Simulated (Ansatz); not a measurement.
```yaml
crystal:
  lattice:
    - [4.03681, 0.00000, 0.00000]
    - [0.00000, 2.88840, 2.92536]
    - [0.00000, -2.88840, 2.92536]
  atoms:
    - { symbol: Zr, position: [0.50000, 0.50508, 0.50508] }
    - { symbol: Pb, position: [0.00000, 0.95685, 0.95685] }
    - { symbol: O, position: [0.50000, 0.02419, 0.56229] }
    - { symbol: O, position: [0.50000, 0.56229, 0.02419] }
    - { symbol: O, position: [0.00000, 0.55857, 0.55857] }
```

The cell is a database entry relaxed within its symmetry; it need not be the phase found at ambient conditions. Spin-orbit coupling is not included. The polar cell is relaxed at 5 GPa. The structure is held there; whether it is the stable one at that pressure was not tested. Pb is the large-site (A) cation and Zr the one bonded closest to the anions (B).

### Question
Give the diagonal Born effective charges atom by atom and the electronic dielectric tensor from linear response, LDA density-functional theory in Ansatz (plane waves, PAW).

### Answer
```tsv
atom	Z*xx	Z*yy	Z*zz
Zr1	5.63	5.95	5.54
Pb2	3.98	3.32	3.21
O3	-2.53	-3.63	-3.06
O4	-2.53	-3.63	-3.06
O5	-4.55	-2.00	-2.62
```

ε∞ diagonal: 6.4, 6.3, 6.0. The program warned that the k mesh resolves the field response only roughly, so the permittivities are not converged. At this level the polar cell without biaxial strain is unstable to a cell-doubling distortion (lowest mode away from Γ 138i cm⁻¹ on a 2×2×2 mesh), so it is not the ground state. At Γ this cell has an unstable mode of 71i cm⁻¹, so it is a symmetry-held saddle and not a minimum.

Ansatz is an electronic-structure program.
